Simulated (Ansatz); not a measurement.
Base system: AlCr₂C (space group P6_3/mmc, No. 194; non-magnetic).

```xyz
8
Lattice="2.8118 0.0000 0.0000 -1.4059 2.4351 0.0000 0.0000 0.0000 12.5992" Properties=species:S:1:pos:R:3 pbc="T T T"
Al     0.0000     1.6234     9.4494
Al     1.4059     0.8117     3.1498
Cr     0.0000     1.6234     1.0630
Cr     1.4059     0.8117     7.3626
Cr     1.4059     0.8117    11.5362
Cr     0.0000     1.6234     5.2366
C      0.0000     0.0000     0.0000
C      0.0000     0.0000     6.2996
```

Method: Ansatz (a quantum-chemistry and plane-wave program) PBEsol, no spin-orbit coupling.

Before the change:

```
Quantity              Result
-------------------  -------
Lattice parameter a  2.812 Å
c/a ratio              4.481
```

One thing is altered: a hydrostatic pressure of 10 GPa.

### Question
What happens to the lattice parameter a and c/a ratio?

### Answer
The lattice parameter a falls by 0.043 Å to 2.769 Å; the c/a ratio rises by 0.006 (4.481 → 4.487).

Load acts through the strain it causes; cell and atoms are relaxed under it. No phonon test of stability was made. No other phases were tried under pressure. Seeded moments were not kept for the base. The final runs are not spin-polarised.
